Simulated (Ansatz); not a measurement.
# Ta: strain along the normal

Ta (bcc, Im-3m, 17.228 Å³/atom and stress up to 0.01 GPa in the relaxed cell) under an equal strain ε in the (001) plane with the normal axis free, as in a coherent film. LDA in Ansatz, a plane-wave DFT program (PAW, default set), 420 eV, 28×28×28 Γ-centred mesh, Fermi-Dirac smearing 0.10 eV.

Here s stands for strain and y for normal strain.

```csv
strain (%),normal strain (%)
-1.50,1.78
-1.00,1.18
-0.50,0.58
0.00,0.00
0.50,-0.58
1.00,-1.16
1.50,-1.74
3.00,?
```

Q: Fit y against s with a straight line, and predict the withheld value at s = 3.00.

A: Means: s 0, y 0.009. About the means, the sum of products is -8.2000 and the sum of squares of s is 7.0000; the slope is their ratio. Least squares gives y = 0.009 - 1.1714·s. Residuals (row less fit): 0.014, 0.000, -0.015, -0.009, -0.003, 0.002, 0.008; standard error 0.011 (degrees of freedom: 5). The slope, about -1.2, is the elastic response of the normal axis, −2C12/C11 for this plane. At the withheld row, y = 0.009 - 1.1714 × 3.0 = -3.505%. The calculation gives -3.60%, 0.095% below the prediction (1.8 % of the range of y in the table). The row lies outside the fitted rows, so this is an extrapolation. From the scatter of the fitted rows alone, a prediction at this place has a standard error of 0.017%, so the miss is 5.6 times that.

A polynomial of degree 2 through the 12 other runs of the series gives -3.48 there. In a metal these values are sensitive to mesh and smearing; energies are taken to zero smearing, stresses follow the free energy. Rows are the converged runs of the series near zero and its far end, less any whose ions stayed unrelaxed beside relaxed ones; series whose fitted rows scatter by over a few per cent of the range, as at a crossing or softening among them, aren't shown in this form. Most that stay on the fit to the last digits aren't either.
